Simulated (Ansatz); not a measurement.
Cost and result by functional for the surface energy of the (320) surface of fcc Pt in its 1x1 cell, outermost plane spacing 0.55 Å in the ideal cut, in Ansatz (plane waves, PAW). Single points on the PBE structure, on one kind of machine; costs are rough ratios of the slab run's core time (references not counted) to the cheapest single point. r2SCAN's cost holds its higher cutoff (500 against 420 eV). Differences are taken against r2SCAN for comparison alone: no measured value is at hand, so the table doesn't rank accuracy.

Set-up: 20 atoms, 10.5 Å thick at the start (thin: gaps and levels are the slab's own); mesh 10x6x1; 0.1 eV smearing; dipole correction on; all atoms relaxed; held to the part of the start's symmetry that mesh and held atoms allow; no spin, no spin-orbit, no U. These notes are the PBE run's.

```
functional                     relative cost  surface energy (J/m²)  less r2SCAN (J/m²)
-----------------------------  -------------  ---------------------  ------------------
PBEsol                                     1                   2.35                0.23
RPBE                                       1                   1.65               -0.47
LDA                                        1                   2.54                0.42
r2SCAN                                     2                   2.12                0.00
PBE (the relaxed run's value)              –                   1.91               -0.21
```

The values span 0.89 J/m², while the single points' costs differ by a factor of roughly 2. Differences are of unrounded values.

Ansatz is an electronic-structure program.
